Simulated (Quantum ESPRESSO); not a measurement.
A user runs Quantum ESPRESSO on TiC (Fm-3m, 2 atoms in the cell) and asks whether the run is sound. The aim is a self-consistent single point with DFT, LDA (PZ), plane waves, PSlibrary PAW (LDA) pseudopotentials.

Cell that was meant: a = 3.1103 Å, b = 3.1103 Å, c = 3.1103 Å, α = 60.00°, β = 60.00°, γ = 60.00°.

Part of the input:

```fortran
/
&SYSTEM
    ibrav = 0,
    nat = 1,
    ntyp = 2,
    ecutwfc = 60,
    ecutrho = 660,
```

Log, with long lists cut:

```
     file Ti.pz-spn-kjpaw_psl.1.0.0.UPF: wavefunction(s)  3S 3P 3D renormalized
   [... lines left out ...]
        k(    1) = (   0.0000000   0.0000000   0.0000000), wk =   0.0027435
        k(    2) = (   0.0785674   0.0785674  -0.0785674), wk =   0.0219479
        k(    3) = (   0.1571348   0.1571348  -0.1571348), wk =   0.0219479
   [... 32 lines left out ...]

     Dense  grid:    41049 G-vectors     FFT dimensions: (  50,  50,  50)

     Smooth grid:     9185 G-vectors     FFT dimensions: (  30,  30,  30)

     Initial potential from superposition of free atoms

     starting charge      11.9988, renormalised to      12.0000
     Self-consistent Calculation

     iteration #  1     ecut=    60.00 Ry     beta= 0.70

     Threshold (ethr) on eigenvalues was too large:
     Diagonalizing with lowered threshold

     total energy              =    -179.93616681 Ry
     estimated scf accuracy    <       0.04360930 Ry

     iteration #  2     ecut=    60.00 Ry     beta= 0.70

     total energy              =    -179.94559356 Ry
     estimated scf accuracy    <       0.04132975 Ry

     iteration #  3     ecut=    60.00 Ry     beta= 0.70

     total energy              =    -179.95453559 Ry
     estimated scf accuracy    <       0.00015955 Ry

   [... 3 blocks of this kind left out ...]

     iteration #  7     ecut=    60.00 Ry     beta= 0.70

     total energy              =    -179.95460219 Ry
     estimated scf accuracy    <          2.0E-09 Ry

     iteration #  8     ecut=    60.00 Ry     beta= 0.70
     End of self-consistent calculation

     the Fermi energy is    10.0587 ev

!    total energy              =    -179.95460219 Ry
     estimated scf accuracy    <          7.0E-11 Ry
     smearing contrib. (-TS)   =      -0.00006804 Ry
     internal energy E=F+TS    =    -179.95453415 Ry

     convergence has been achieved in   8 iterations

     Forces acting on atoms (cartesian axes, Ry/au):

     atom    1 type  1   force =     0.00000000    0.00000000    0.00000000

     Total force =     0.000000     Total SCF correction =     0.000000

          total   stress  (Ry/bohr**3)                   (kbar)     P=     -210.03
  -0.00142779   0.00000000  -0.00000000         -210.03        0.00       -0.00
   0.00000000  -0.00142779   0.00000000            0.00     -210.03        0.00
  -0.00000000   0.00000000  -0.00142779           -0.00        0.00     -210.03

   JOB DONE.
```

### Question
Is this run sound? If not, what is wrong?

### Answer
The run is not sound. The fault is an atom count that does not match the list of atoms. The program trusts the stated count: too many runs off the end of the list, too few can drop atoms without a word. To fix it, make the count match the list. The run converged in 8 iterations without an error; against the sound input the pressure goes from -21.45 to -21.00 GPa. The full log also holds: “Warning: card C     4.156053879    4.156053879    4.156053879 ignored”.

An input that runs soundly differs in these lines (not the only fix; some lines may just follow from the change or write a value another way):
```diff
-    nat = 1,
+    nat = 2,
```

With that input, the run converged in 15 iterations: free energy E − TS -2693.0591 eV; Fermi level (on the code's own zero) 13.61 eV; pressure -21.45 GPa (DFT, LDA (PZ), plane waves, PSlibrary PAW (LDA) pseudopotentials).

On the sound input: the starting cell comes from a database of computed structures (which also holds hypothetical and non-ambient phases and stackings), without a prior relaxation at this level. Its lattice was rescaled by a random factor within 2.5 % of one. Spin polarisation is off. With a pressure of about -21 GPa the cell is away from its equilibrium volume at this level.
